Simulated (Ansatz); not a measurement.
# ScAg₃ (model structure, started from the Cu3Au type, Pm-3m, No. 221, 4 atoms in the cell)

Calculation: PBEsol (PAW; Ansatz, an electronic-structure program).

Settings: plane-wave cutoff 520 eV, 14×14×14 k mesh, Fermi–Dirac smearing 0.05 eV, no spin polarisation, scalar-relativistic PAW data made under PBE.

Cell (relaxed at this level):

```yaml
crystal:
  lattice:
    - [4.15784, 0.00000, 0.00000]
    - [0.00000, 4.15784, 0.00000]
    - [0.00000, 0.00000, 4.15784]
  atoms:
    - { symbol: Ag, position: [0.00000, 0.50000, 0.50000] }
    - { symbol: Ag, position: [0.50000, 0.50000, 0.00000] }
    - { symbol: Ag, position: [0.50000, 0.00000, 0.50000] }
    - { symbol: Sc, position: [0.00000, 0.00000, 0.00000] }
```

```json
{
 "band_gap": "zero (no gap)",
 "bulk_modulus": "100 GPa"
}
```

Note: the bulk modulus is −V dP/dV from two relaxed cells at ±2 % in volume; the relaxation could raise the start's symmetry but not lower it, so the cell can be a saddle point.

Spin–orbit coupling is not included.

Static lattice: no zero-point or thermal effects.

Computing time: very roughly 100 core-seconds.

A model structure was made by putting elements into a prototype or built by hand; it is no filed structure, need not be a known phase, and can be a saddle point held by its symmetry.
